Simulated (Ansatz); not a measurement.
Defect calculation: Zn interstitial in zinc-blende ZnSe

All values below come from PBE, PAW (plane waves to 420 eV; Ansatz, a first-principles code). Cell: 64 sites, 2×2×2 repeats of a cell of 8 atoms; final energies on a 2×2×2 shifted mesh. Site at the start: void with 4Zn nearest. Energies of charged states are corrected for periodic images (point charge plus alignment at distant sites). Dielectric constants: PBE linear response of the host. Host gap at this level: 1.15 eV. These values are not converged in cell size to better than tenths of an eV. PBE underestimates the host's gap, which shifts levels and can delocalise carriers. Spin–orbit coupling is left out. Each state is the lowest found from its start.

Formation energies E_f are given with the Fermi level at the valence-band maximum. Chemical conditions: Se-rich (Δμ(Zn) = -1.43 eV; only phases computed here count, gases as isolated molecules at 0 K); Zn-rich (Δμ(Zn) = 0.00 eV; only phases computed here count, gases as isolated molecules at 0 K). Reference phases: Zn: hcp Zn.

The name describes the start; the neighbours show where the atoms ended.

Charges with a result: +2, +1, 0. Others weren't obtained, and one of them could lie lower, also by skipping a charge.

```csv
charge,moment (μB),largest move off a lattice site (Å),neighbours of the last Zn atom of the defect at the end (Å),image correction with alignment (eV),"E_f, Se-rich (eV)","E_f, Zn-rich (eV)"
+2,not spin-polarised,0.21,"Zn 2.69, Zn 2.69, Zn 2.69, Zn 2.70",0.88,1.95,0.53
+1†,1.0,0.15,"Zn 2.63, Zn 2.63, Zn 2.63, Zn 2.63",0.29,–,–
0*,not spin-polarised,0.12,"Zn 2.56, Zn 2.56, Zn 2.56, Zn 2.56",–,–,–
```

* At this level the carrier isn't localised at the defect: at charge 0 electrons occupy the conduction band. Such a state is shallow or no state of the defect, and this cell gives it no level.

† Not settled in this cell, so no level is given: charge +1: carriers not clearly localised.

Not the lowest form: the same atoms on another site or from another start ended lower, by 0.57 eV at charge +2.
